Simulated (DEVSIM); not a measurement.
# In0.53Ga0.47As p-n junction from an implanted or diffused profile

Structure: In0.53Ga0.47As p-n junction from an implanted or diffused profile, at 300 K.

```tsv
layer (left to right)	material	thickness (μm)	Nd (cm⁻³)	τn (s)	τp (s)
1	In0.53Ga0.47As	71.0	3.3e15	4.3e-8	4.3e-8
```

Added acceptor profile: 3.6e17 cm⁻³ × exp(−(x − 0.021 μm)²/(2·(0.076 μm)²)). Left contact: ohmic. Right contact: ohmic. Voltage is applied to the left contact. Recombination: SRH at mid-gap, radiative, Auger. Mobility is μmin + (μ − μmin)/(1 + (N/Nref)^α).

This is a model device: material constants are rounded textbook-type values typed into the input, and sizes, dopings and lifetimes were drawn at random. Values at 300 K.

```csv
parameter,In0.53Ga0.47As
gap (eV),0.74
affinity (eV),4.51
permittivity,13.9
Nc (cm⁻³),2.1e17
Nv (cm⁻³),7.7e18
μn (cm²/Vs),12000
μp (cm²/Vs),300
"μn,min",300
"μp,min",10
"Nref,n",1.3e17
"Nref,p",4.9e17
αn,0.48
αp,0.4
B (cm³/s),9.6e-11
Cn (cm⁶/s),5e-29
Cp (cm⁶/s),5e-29
```

Model (solved in DEVSIM): 1D drift-diffusion, Boltzmann statistics, complete ionisation; no tunnelling, impact ionisation, image-force lowering or self-heating.

```yaml
potential_step_across_the_device_at_zero_bias: 0.552 V
Dark forward voltage at 1 A/cm²: 0.326 V
Dark forward voltage at 100 A/cm²: 0.567 V
```

Small-signal capacitance in reverse bias (quasi-static):

| V (V) | C (nF/cm²) |
|---|---|
| -0.1 | 23.4 |
| -0.25 | 20.7 |
| -0.5 | 17.8 |
| -0.75 | 15.9 |
| -1 | 14.5 |
| -1.5 | 12.5 |
| -2 | 11.2 |
| -2.5 | 10.2 |
| -3.25 | 9.14 |
| -4 | 8.35 |
| -5 | 7.56 |

Dark forward current:

```csv
V (V),J (A/cm²)
0.05,4.0e-5
0.10,0.00024
0.15,0.0014
0.20,0.0088
0.25,0.058
0.30,0.39
0.35,2.4
0.40,11
0.45,30
0.50,57
0.55,89
0.60,130
0.65,160
0.70,200
0.75,250
0.80,290
0.85,340
0.90,390
0.95,440
1.00,490
1.05,540
1.10,600
1.15,660
1.20,720
```
